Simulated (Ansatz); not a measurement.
This Ansatz (an electronic-structure program) input is the reference run, TiO₂ in the rutile structure (space group P4_2/mnm, No. 136), computed with PBE, PAW, 420 eV (Ansatz; scalar-relativistic without spin-orbit coupling):

Ansatz 0.2 input:
```yaml
crystal:
  lattice:
    - [4.6434400601, 0, 0]
    - [0, 4.6434400601, 0]
    - [0, 0, 2.9638013459]
  atoms:
    - { symbol: Ti, position: [0, 0, 0] }
    - { symbol: Ti, position: [0.5, 0.5, 0.5] }
    - { symbol: O, position: [0.305125786, 0.305125786, 0] }
    - { symbol: O, position: [0.805125786, 0.194874214, 0.5] }
    - { symbol: O, position: [0.194874214, 0.805125786, 0.5] }
    - { symbol: O, position: [0.694874214, 0.694874214, 0] }
basis: { ecutwfc: 420, ecutrho_ratio: 4, xc_grid: 2, fft_grid_basis: typed }
kpoints: { mp_grid: { grid: [7, 7, 11] } }
hamiltonian:
  xc: pbe
  dispersion: none
  pseudopotentials: { kind: paw }
scf: { occupations: { method: fermi_dirac, width: 0.05 }, convergence: { dr2_threshold: 0.0000000006 } }
output: { forces: true, stress: true }
checkpoint: { write: state.ck, write_every: 1000 }
```

Q: Write the input for this change: the cell is compressed by 0.60 % along z with no lateral relaxation, atoms relaxed at fixed cell.

A: 
Ansatz 0.2 input:
```yaml
crystal:
  lattice:
    - [4.6434400601, 0, 0]
    - [0, 4.6434400601, 0]
    - [0, 0, 2.9460185378]
  atoms:
    - { symbol: Ti, position: [0, 0, 0] }
    - { symbol: Ti, position: [0.5, 0.5, 0.5] }
    - { symbol: O, position: [0.305125786, 0.305125786, 0] }
    - { symbol: O, position: [0.805125786, 0.194874214, 0.5] }
    - { symbol: O, position: [0.194874214, 0.805125786, 0.5] }
    - { symbol: O, position: [0.694874214, 0.694874214, 0] }
basis: { ecutwfc: 420, ecutrho_ratio: 4, xc_grid: 2, fft_grid_basis: typed }
kpoints: { mp_grid: { grid: [7, 7, 11] } }
hamiltonian:
  xc: pbe
  dispersion: none
  pseudopotentials: { kind: paw }
scf: { occupations: { method: fermi_dirac, width: 0.05 }, convergence: { dr2_threshold: 0.0000000006 } }
relax: { f_tol: 0.005, max_steps: 50 }
output: { forces: true, stress: true }
checkpoint: { write: state.ck, write_every: 1000 }
```
This is the input that was run.

The cells carry an imposed strain or load. Stability against distortions was not tested. All final runs are without spin polarisation.
